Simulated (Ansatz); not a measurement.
## Pressure series in HfS2

The parent structure is HfS2 in the CdI2 type structure (space group P-3m1, No. 164; layered, stacked along the Cartesian z axis).

```
CELL_PARAMETERS angstrom
      3.60570     0.00000     0.00000
     -1.80285     3.12263     0.00000
      0.00000     0.00000     5.76763
ATOMIC_POSITIONS crystal
  Hf 0.00000 0.00000 0.00000
  S  0.33333 0.66667 0.25252
  S  0.66667 0.33333 0.74748
```

Cell and atoms are relaxed at each pressure.

All numbers come from PBE-D3(BJ) (Ansatz, a quantum-chemistry and plane-wave program), no spin-orbit coupling.

| case | width of the top valence band | gap character | volume per atom |
|---|---|---|---|
| base | 2.10 eV | indirect, Γ → L | 21.65 Å³ |
| pressure −1 GPa | 1.93 eV | indirect, k = (0, 0.091, 0) in the run's primitive reciprocal basis → L | 22.50 Å³ |
| pressure 0.3 GPa | 2.14 eV | indirect, Γ → L | 21.45 Å³ |
| pressure 0.7 GPa | 2.20 eV | indirect, Γ → L | 21.22 Å³ |
| pressure 1.5 GPa | 2.29 eV | indirect, Γ → L | 20.83 Å³ |
| pressure 3 GPa | 2.40 eV | indirect, Γ → L | 20.23 Å³ |
| pressure 5 GPa | … | indirect, Γ → L | … |
| pressure 7.5 GPa | 2.74 eV | indirect, Γ → L | 18.95 Å³ |
| pressure 10 GPa | – | – | 18.41 Å³ |

### Question
What belongs in the blanks?

### Answer

- pressure 5 GPa, width of the top valence band: 2.58 eV
- pressure 5 GPa, volume per atom: 19.59 Å³

The mesh was chosen for an insulator and is coarse for the gapless case. With Hf present, leaving out spin-orbit coupling can change the band edges. Load acts through the strain it causes; cell and atoms are relaxed under it. No phonon test of stability was made. Competing high-pressure phases were not computed. The final runs are not spin-polarised.
